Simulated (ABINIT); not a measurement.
A self-consistent single point of Al2Pt (Fm-3m, 3 atoms in the cell) with ABINIT.

Level of theory: PBE, norm-conserving pseudopotentials (PseudoDojo nc-sr-05 PBE standard) (plane waves; ABINIT).

The change in words: lattice scaled by 0.98. Reference geometry:
```yaml
crystal:
  lattice:
    - [0.00000, 2.98486, 2.98486]
    - [2.98486, 0.00000, 2.98486]
    - [2.98486, 2.98486, 0.00000]
  atoms:
    - { symbol: Al, position: [0.25000, 0.25000, 0.25000] }
    - { symbol: Al, position: [0.75000, 0.75000, 0.75000] }
    - { symbol: Pt, position: [0.00000, 0.00000, 0.00000] }
```

Reference input (self-consistent single point, DFT, PBE, plane waves, norm-conserving pseudopotentials (PseudoDojo nc-sr-05 PBE standard)): pseudos = [Al.upf, Pt.upf]; ecut = 1143 eV; occopt = 7; tsmear = 0.00499791 Ha; ngkpt = 7 7 7; nshiftk = 1; shiftk = 0 0 0; potentials = PseudoDojo nc-sr-05 PBE standard; nband = 17; kptopt = 1; nstep = 60; tolvrs = 1e-10. This run's input differs from it in these lines:

```diff
@@ -5,5 +5,5 @@
 rprim
-        -0.0000000000    2.9848550000    2.9848550000
-         2.9848550000    0.0000000000    2.9848550000
-         2.9848550000    2.9848550000    0.0000000000
+         0.0000000000    2.9251580000    2.9251580000
+         2.9251580000   -0.0000000000    2.9251580000
+         2.9251580000    2.9251580000   -0.0000000000
 natom 3
```

Output, abridged:

```
--- !BeginCycle
solver: {iscf: 7, nstep: 60, nline: 4, wfoptalg: 0, }
tolerances: {tolvrs: 1.00E-10, }
...

     iter   Etot(hartree)      deltaE(h)  residm     vres2
 ETOT  1  -135.15676031737    -1.352E+02 1.457E-01 3.778E+02
 ETOT  2  -135.21739789642    -6.064E-02 1.409E-02 8.326E+02
 ETOT  3  -135.32234500437    -1.049E-01 4.176E-03 6.614E+00
 ETOT  4  -135.32309419132    -7.492E-04 1.075E-02 1.761E-01
 ETOT  5  -135.32311133393    -1.714E-05 1.117E-03 1.322E-02
 ETOT  6  -135.32311255072    -1.217E-06 1.346E-03 5.437E-04
 ETOT  7  -135.32311261367    -6.295E-08 4.288E-04 9.103E-06
 ETOT  8  -135.32311261447    -7.994E-10 3.715E-04 4.621E-07
 ETOT  9  -135.32311261453    -5.437E-11 3.771E-04 8.778E-11
 At SCF step    9       vres2   =  8.78E-11 < tolvrs=  1.00E-10 =>converged.

 Cartesian components of stress tensor (hartree/bohr^3)
  sigma(1 1)= -2.33026666E-04  sigma(3 2)=  0.00000000E+00
  sigma(2 2)= -2.33026666E-04  sigma(3 1)=  0.00000000E+00
  sigma(3 3)= -2.33026666E-04  sigma(2 1)=  0.00000000E+00

 ----iterations are completed or convergence reached----

 reduced coordinates (array xred) for    3 atoms
       0.250000000000      0.250000000000      0.250000000000
       0.750000000000      0.750000000000      0.750000000000
       0.000000000000      0.000000000000      0.000000000000
 cartesian forces (eV/Angstrom) at end:
    1      0.00000000000000    -0.00000000000000    -0.00000000000000
    2     -0.00000000000000     0.00000000000000     0.00000000000000
   [... lines left out ...]
 Fermi (or HOMO) energy (eV) =   9.10016   Average Vxc (eV)= -10.95974
   [... lines left out ...]
total_energy        : -1.35323112614528E+02
total_energy_eV     : -3.68232916248393E+03
band_energy         : -1.35630380098092E+01
...

-Cartesian components of stress tensor (GPa)         [Pressure=  6.8559E+00 GPa]
- sigma(1 1)= -6.85588006E+00  sigma(3 2)=  0.00000000E+00
- sigma(2 2)= -6.85588006E+00  sigma(3 1)=  0.00000000E+00
- sigma(3 3)= -6.85588006E+00  sigma(2 1)=  0.00000000E+00

 Calculation completed.
```

The run converged in 9 iterations. Against the reference run the free energy rises by 15.6 meV/atom and the pressure goes from -1.64 to 6.86 GPa.

The starting cell comes from a database of computed structures (which also holds hypothetical and non-ambient phases and stackings), without a prior relaxation at this level. Its lattice was rescaled by a random factor within 2.5 % of one. For this run, on top of that: lattice scaled by 0.98. Spin polarisation is off. With a pressure of about 7 GPa the cell is away from its equilibrium volume at this level.

Cost on one core of a shared machine: roughly 60 s.
